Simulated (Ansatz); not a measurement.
Levels about the gap of amorphous Hf₁₈O₃₃N₂ (53 atoms in a cell of 682 Å³, 9.17 g/cm³; zone centre alone, so wide bands show as single levels with stretches between that a denser mesh fills), at the geometry that PBE relaxed, where it gives -1.7 GPa on a denser mesh. Exact exchange is cut at the faces of this small cell, which leaves a finite-size error. The participation number counts the atoms over which a state spreads; weights are charges in smoothed Voronoi cells. The levels come from a single point, so bond lengths are those of that geometry. Method of the levels: HSE06, scalar-relativistic without spin-orbit coupling (Ansatz, a first-principles code). Sampling: the zone centre alone; Fermi-Dirac width 0.02 eV; no spin polarisation. At PBE the levels at the filled edge of the gap are localised (band-tail or defect states), and the nearest spread-out levels lie 3.5 eV apart at the zone centre.

Preparation: random packing, a CHGNet melt and quench, and a DFT relaxation. O and N atoms were pushed apart under 1.9 Å during the dynamics, to hinder bonds among them. The hot cell started wider than the set density and was brought back towards it in steps. It is the lowest in DFT energy of 2 quenches. It is a model cell: composition and starting density were chosen by hand, and all elements were melted together. No dispersion term was used. Its density started from a set value of 9.17 and ended at 9.17 g/cm³. The quench (nominally 380 K/ps over its main leg) was far faster than any real one, so the model tends to hold more defects than a real film. A cell of this size samples the disorder only roughly. The volume was held where the preparation left it and the shape relaxed, at a PBE pressure of -1.7 GPa (tension). Stress components on the final sampling reach 1.8 GPa.

```json
[
 {"E - E(highest filled), eV": "-1.14", "filling": "filled", "participation number": "18.3", "largest on": "O, 3 neighbours", "weight O": "0.91", "weight Hf": "0.05", "weight N": "0.04"},
 {"E - E(highest filled), eV": "-1.01", "filling": "filled", "participation number": "14.7", "largest on": "N, 4 neighbours", "weight O": "0.65", "weight Hf": "0.09", "weight N": "0.25"},
 {"E - E(highest filled), eV": "-0.96", "filling": "filled", "participation number": "16.3", "largest on": "N, 4 neighbours", "weight O": "0.74", "weight Hf": "0.07", "weight N": "0.18"},
 {"E - E(highest filled), eV": "-0.81", "filling": "filled", "participation number": "9.7", "largest on": "N, 3 neighbours", "weight O": "0.49", "weight Hf": "0.12", "weight N": "0.39"},
 {"E - E(highest filled), eV": "-0.67", "filling": "filled", "participation number": "6.4", "largest on": "N, 3 neighbours", "weight O": "0.50", "weight Hf": "0.12", "weight N": "0.38"},
 {"E - E(highest filled), eV": "-0.41", "filling": "filled", "participation number": "5.5", "largest on": "N, 4 neighbours", "weight O": "0.43", "weight Hf": "0.11", "weight N": "0.46"},
 {"E - E(highest filled), eV": "0.00", "filling": "filled", "participation number": "3.1", "largest on": "N, 3 neighbours", "weight O": "0.32", "weight Hf": "0.13", "weight N": "0.55"},
 {"E - E(highest filled), eV": "4.49", "filling": "empty", "participation number": "21.8", "largest on": "Hf, 7 neighbours", "weight O": "0.35", "weight Hf": "0.60", "weight N": "0.05"},
 {"E - E(highest filled), eV": "4.70", "filling": "empty", "participation number": "27.1", "largest on": "Hf, 7 neighbours", "weight O": "0.45", "weight Hf": "0.49", "weight N": "0.05"},
 {"E - E(highest filled), eV": "4.82", "filling": "empty", "participation number": "19.6", "largest on": "Hf, 7 neighbours", "weight O": "0.32", "weight Hf": "0.63", "weight N": "0.05"},
 {"E - E(highest filled), eV": "4.96", "filling": "empty", "participation number": "29.9", "largest on": "Hf, 6 neighbours", "weight O": "0.34", "weight Hf": "0.61", "weight N": "0.04"},
 {"E - E(highest filled), eV": "5.01", "filling": "empty", "participation number": "23.7", "largest on": "Hf, 6 neighbours", "weight O": "0.35", "weight Hf": "0.60", "weight N": "0.04"},
 {"E - E(highest filled), eV": "5.13", "filling": "empty", "participation number": "22.9", "largest on": "Hf, 7 neighbours", "weight O": "0.35", "weight Hf": "0.61", "weight N": "0.04"},
 {"E - E(highest filled), eV": "5.25", "filling": "empty", "participation number": "19.4", "largest on": "Hf, 7 neighbours", "weight O": "0.32", "weight Hf": "0.63", "weight N": "0.05"}
]
```

Most localised among these is the filled level at +0.00 eV, on a N atom, which has 3 neighbours (Hf 2.05 Å, Hf 2.09 Å, Hf 2.13 Å).
